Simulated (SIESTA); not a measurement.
A working SIESTA input for Cs2NaCrCl6 (Fm-3m, 10 atoms in the cell) (DFT, GGA PBEsol, numerical atomic orbitals DZP, PseudoDojo PBEsol standard norm-conserving potentials (rewritten from UPF to PSML)):

```
# files in the folder: Cs.psml Na.psml Cr.psml Cl.psml (PseudoDojo PBEsol standard)
SystemName  Cs2NaCrCl6
SystemLabel Cs2NaCrCl6

NumberOfAtoms                10
NumberOfSpecies              4
%block ChemicalSpeciesLabel
  1 55 Cs
  2 11 Na
  3 24 Cr
  4 17 Cl
%endblock ChemicalSpeciesLabel
LatticeConstant              1.0 Ang
%block LatticeVectors
     0.000000000    5.297056000    5.297056000
     5.297056000    0.000000000    5.297056000
     5.297056000    5.297056000    0.000000000
%endblock LatticeVectors
AtomicCoordinatesFormat      Fractional
%block AtomicCoordinatesAndAtomicSpecies
     0.250000000    0.250000000    0.250000000  1
     0.750000000    0.750000000    0.750000000  1
     0.500000000    0.500000000    0.500000000  2
     0.000000000    0.000000000    0.000000000  3
     0.772230000    0.227770000    0.227770000  4
     0.227770000    0.772230000    0.772230000  4
     0.227770000    0.772230000    0.227770000  4
     0.772230000    0.227770000    0.772230000  4
     0.227770000    0.227770000    0.772230000  4
     0.772230000    0.772230000    0.227770000  4
%endblock AtomicCoordinatesAndAtomicSpecies

XC.functional                GGA
XC.authors                   PBEsol
PAO.BasisSize                DZP
PAO.EnergyShift              0.005 Ry
MeshCutoff                   300 Ry
%block kgrid.MonkhorstPack
    3   0   0  0.0
    0   3   0  0.0
    0   0   3  0.0
%endblock kgrid.MonkhorstPack
OccupationFunction           FD
ElectronicTemperature        0.02 eV
Spin                         polarized
%block DM.InitSpin
  1 +0.00
  2 +0.00
  3 +0.00
  4 +3.00
  5 +0.00
  6 +0.00
  7 +0.00
  8 +0.00
  9 +0.00
  10 +0.00
%endblock DM.InitSpin

MaxSCFIterations             150
SCF.Mixer.Method             Pulay
SCF.Mixer.Weight             0.1
SCF.Mixer.History            6
SCF.DM.Tolerance             1.0E-05
Diag.ParallelOverK           true
WriteForces                  true
Charge.Mulliken              end
```

The run converged in 19 iterations: free energy E − TS -7616.2700 eV; top of the valence band (on the code's own zero) -6.73 eV; gap on the k-point mesh 1.46 eV; pressure -2.78 GPa; largest force (vector length) 0.387 eV/Å; size of the cell's spin moment 3.00 μB. Each of these slips is then made, one at a time:

(1)
```diff
-MaxSCFIterations             150
+MaxSCFIterations             3
+SCF.MustConverge             false
```

(2)
```diff
-PAO.EnergyShift              0.005 Ry
+PAO.EnergyShift              0.2 Ry
```

Q: What happens in each case?

A: 
(1) An iteration limit that is too low, with the stop on failure switched off. The run ended unconverged after 3 iterations.

(2) An energy shift that confines the orbitals too tightly. The run ended unconverged after 150 iterations.

The starting cell comes from a database of computed structures (which also holds hypothetical and non-ambient phases and stackings), without a prior relaxation at this level. Its lattice was rescaled by a random factor within 2.5 % of one. With one magnetic atom in the cell only a parallel order is possible. Values carry the incompleteness of an atom-centred basis. The basis of the alkali or alkaline-earth atoms may lack their empty d shell, which can raise the gap.

Left out of this page: 3 runs of the series outside the window shown, repeating another row's setting, or not comparable.
